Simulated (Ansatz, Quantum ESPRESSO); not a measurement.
A Quantum ESPRESSO input for a self-consistent single point of ZrB2 (P6/mmm, 3 atoms in the cell) (DFT, PBE, spin-orbit coupling, plane waves, PseudoDojo fully relativistic norm-conserving (PBE) pseudopotentials):

```fortran
&CONTROL
 calculation = 'scf'
 prefix = 'scf'
 outdir = './work'
 pseudo_dir = './'
 verbosity = 'high'
 tprnfor = .true.
 tstress = .true.
/
&SYSTEM
 ibrav = 4
 celldm(1) = 5.985745527
 celldm(3) = 1.12150510875
 nat = 3
 ntyp = 2
 ecutwfc = 80
 occupations = 'smearing'
 smearing = 'fd'
 degauss = 0.0099958
 noncolin = .true.
 lspinorb = .true.
/
&ELECTRONS
 conv_thr = 1e-10
 mixing_beta = 0.7
/
ATOMIC_SPECIES
Zr    91.2240  Zr.upf
B     10.8100  B.upf
ATOMIC_POSITIONS {crystal}
Zr    0.000000000    0.000000000    0.000000000
B     0.333333333    0.666666667    0.500000000
B     0.666666667    0.333333333    0.500000000
K_POINTS {automatic}
16 16 12  0 0 0
```

### Question
Translate this input to Ansatz (a program for electronic structure).

### Answer
This is the input that was run; spellings and numerical settings could be chosen otherwise.

Ansatz 0.2 input:
```yaml
crystal:
  lattice:
    - [3.16752000, 0.00000000, 0.00000000]
    - [-1.58376000, 2.74315300, 0.00000000]
    - [0.00000000, 0.00000000, 3.55239000]
  atoms:
    - { symbol: Zr, position: [0.00000000, 0.00000000, 0.00000000] }
    - { symbol: B, position: [0.33333300, 0.66666700, 0.50000000] }
    - { symbol: B, position: [0.66666700, 0.33333300, 0.50000000] }
basis:
  ecutwfc: 420.0
kpoints:
  mp_grid: { grid: [16, 16, 12] }
hamiltonian:
  xc: pbe
  pseudopotentials: { kind: paw }
magnetization:
  noncollinear: true
  spin_orbit: true
scf:
  occupations: { method: fermi_dirac, width: 0.136 }
output:
  forces: true
  eigenvalues: true
  stress: true
```

Basis settings and potentials, where a program has them, do not carry over. This input uses DFT, PBE with spin-orbit coupling, plane waves, default PAW files. Both were run: pressure 0.04 GPa in Quantum ESPRESSO and -0.24 in Ansatz. Ansatz's pressure is the one without its finite-basis correction.

On Ansatz: the starting cell comes from a database of computed structures (which also holds hypothetical and non-ambient phases and stackings), without a prior relaxation at this level.

On Quantum ESPRESSO: the starting cell comes from a database of computed structures (which also holds hypothetical and non-ambient phases and stackings), without a prior relaxation at this level.
